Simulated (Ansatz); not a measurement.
Antiferromagnetic (type II) rock-salt CoO, treated with r²SCAN in Ansatz (PAW).

Numerical settings: plane-wave cutoff 500 eV, 16×16×16 k mesh, Fermi–Dirac smearing 0.05 eV, spin-polarised with opposed moments, scalar-relativistic PAW data made under PBE.

Cell (relaxed at this level):

```
CoO
1.0
    4.22332     2.10527     2.10527
    2.10527     4.22332     2.10527
    2.10527     2.10527     4.22332
Co O
2 2
Cartesian
  0.00000   0.00000   0.00000
  4.21693   4.21693   4.21693
  2.10847   2.10847   2.10847
  6.32540   6.32540   6.32540
```

Task: What does this level give for the magnetic moment (largest site, within a sphere) and band gap?

Result: 
magnetic moment (largest site, within a sphere): 2.51 μB
band gap: 0.86 eV (on the SCF k mesh)

Measured, for comparison: band gap 2.5 ± 0.3 eV (temperature not stated, no zero-point or thermal correction, PES+BIS, our sources range from 2.50 to 2.60; as tabulated in Liu et al. (2019), arXiv:1902.05025). Computed (rounded) less measured: band gap -1.64 eV (-1.64 eV to -1.74 eV over the range).

Note: a magnet's gap depends somewhat on the PAW data.

Moments are spin moments.

Computed values are for the static lattice.

Cost on a shared machine: very roughly 3 core-minutes.

Ansatz is a quantum-chemistry and plane-wave program.
